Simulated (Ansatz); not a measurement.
# HgO in the zinc blende structure (space group F-43m, No. 216; a hypothetical phase, not in the database extracts checked)

```cif
data_Hg4O4
_chemical_formula_sum 'O4 Hg4'
_space_group_name_H-M_alt 'F-43m'
_space_group_IT_number 216
_space_group_name_Hall 'F -4 2 3'
_cell_length_a 5.19595
_cell_length_b 5.19595
_cell_length_c 5.19595
_cell_angle_alpha 90.000
_cell_angle_beta 90.000
_cell_angle_gamma 90.000
loop_
_atom_site_label
_atom_site_type_symbol
_atom_site_symmetry_multiplicity
_atom_site_Wyckoff_symbol
_atom_site_fract_x
_atom_site_fract_y
_atom_site_fract_z
_atom_site_occupancy
O1 O 4 c 0.25000 0.25000 0.25000 1
Hg1 Hg 4 a 0.00000 0.00000 0.00000 1
```
(The calculation used a cell of 2 atoms; values per cell refer to that cell.)

Level of theory: PBEsol (Ansatz, a quantum-chemistry and plane-wave program, PAW, no spin-orbit coupling). Settings: 15×15×15 k-points, 0.05 eV Fermi–Dirac smearing.

```yaml
volume_per_atom: 17.53 Å³
density: 10.26 g/cm³
band_gap: zero
total_energy: -7113.359 eV/atom (σ→0; compares only within this code and set-up)
```

With Hg present, leaving out spin-orbit coupling can change the band edges. Whether these cells are dynamically stable was not tested. The final runs are not spin-polarised. A zero or small gap of HgO can be the functional's error rather than a property of the material.
